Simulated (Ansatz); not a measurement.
End structure of the (310) surface of bcc V in its 1x1 cell, outermost plane spacing 0.95 Å in the ideal cut:

```xyz
12
Lattice="2.9972 0.0000 0.0000 -1.4986 4.7390 0.0000 0.0000 0.0000 26.5000" Properties=species:S:1:pos:R:3 pbc="T T T"
V      1.4990     1.7217     8.2575
V      0.0003     3.6470     8.9807
V      0.0003     0.9165     9.9288
V      1.4987     2.8216    10.8426
V      1.4989    -0.0169    11.8501
V     -0.0001     1.8930    12.7884
V      1.4987     3.7938    13.7116
V      1.4983     0.9647    14.6499
V     -0.0001     2.8652    15.6575
V     -0.0003     0.0313    16.5712
V      1.4983     2.0397    17.5193
V     -0.0004     3.9650    18.2425
```

Slab: 12 atoms, 10.4 Å thick at the start (thin: gaps and levels are the slab's own); k 13x8x1, smearing 0.1 eV, dipole-corrected; all atoms relaxed; held to the part of the start's symmetry that mesh and held atoms allow; no spin, no spin-orbit, no U.

Problem. Give the work function of the top face at the level PBE run with Ansatz (a first-principles code).

Solution. 3.81 eV

Problem. What is the computed surface energy (mean of both faces) (PBE)?

Solution. 2.49 J/m²
